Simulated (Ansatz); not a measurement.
BP under load (space group I-4m2): band-edge transport data

Consider the following.

```
BP
1.0
    0.00000     2.24586     2.34578
    2.24586     0.00000     2.34578
    2.24586     2.24586     0.00000
B P
1 1
Direct
  0.00000   0.00000   0.00000
  0.25000   0.25000   0.25000
```

All values below come from HSE06, rigid bands (plane waves, PAW, scalar-relativistic; Ansatz, a quantum-chemistry and plane-wave program). Condition of this run: uniaxial stress along [001] of -12 GPa (compression positive) (the target of the relaxation). Geometry: cell and atoms relaxed with PBEsol, then loaded as said.

```yaml
band_gap: 1.64 eV
electron conductivity mass (300 K, dilute): 0.38 (x), 0.38 (y), 0.23 (z) mₑ
hole conductivity mass (300 K, dilute): 0.31 (x), 0.31 (y), 0.27 (z) mₑ
effective density of states N_c (300 K): 2.3e19 cm⁻³
effective density of states N_v (300 K): 1.7e19 cm⁻³
density_of_states_mass_electrons: 0.96 mₑ
density_of_states_mass_holes: 0.77 mₑ
Seebeck coefficient, n-type 1e19 cm⁻³, 300 K: -292 μV/K
best n-type power factor at 300 K for τ = 10 fs (best axis; densities from 1e16 to 1e21 cm⁻³ tried, whether or not they can be reached): 17.1 μW/(cm·K²) at 1e20 cm⁻³
Seebeck coefficient, p-type 1e19 cm⁻³, 300 K: 261 μV/K
best p-type power factor at 300 K for τ = 10 fs (best axis; densities from 1e16 to 1e21 cm⁻³ tried, whether or not they can be reached): 9.1 μW/(cm·K²) at 3e19 cm⁻³
```

Rigid bands; masses and Seebeck coefficients take one relaxation time τ for all states and one kind of carrier; polarons and phonon drag are left out. Spin-orbit coupling is left out; where it splits the top of the valence band, N_v and the p-type Seebeck coefficient come out somewhat high without it. Geometry: cell and atoms relaxed with PBEsol.
